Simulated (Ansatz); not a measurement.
We consider Hf₂C (model structure, started from the Ca2N type, R-3m, No. 166, 3 atoms in the cell), described by LDA (plane waves, PAW; Ansatz, a program for electronic structure).

Settings: plane-wave cutoff 520 eV, 18×18×18 k mesh, Fermi–Dirac smearing 0.05 eV, scalar-relativistic PAW data made under PBE.

Cell (relaxed at this level):

```xyz
3
Lattice="1.6137 0.9317 5.1606 -1.6137 0.9317 5.1606 0.0000 -1.8633 5.1606" Properties=species:S:1:pos:R:3 pbc="T T T"
Hf     0.0000     0.0000    11.5561
Hf     0.0000     0.0000     3.9259
C      0.0000     0.0000     0.0000
```

Problem. Estimate the bulk modulus that the calculation returns.

Solution. 
- bulk modulus: 155 GPa

The run finds no gap.

Note: the bulk modulus is −V dP/dV from two relaxed cells at ±2 % in volume; the relaxation could raise the start's symmetry but not lower it, so the cell can be a saddle point.

Spin–orbit coupling is not included; it can open a gap where bands touch, and shift volumes and moduli.

Computed values are for the static lattice.

Cost on a shared machine: about 5 core-minutes (a rough figure).

A model structure was made by putting elements into a prototype or built by hand; it is no filed structure, need not be a known phase, and can be a saddle point held by its symmetry.
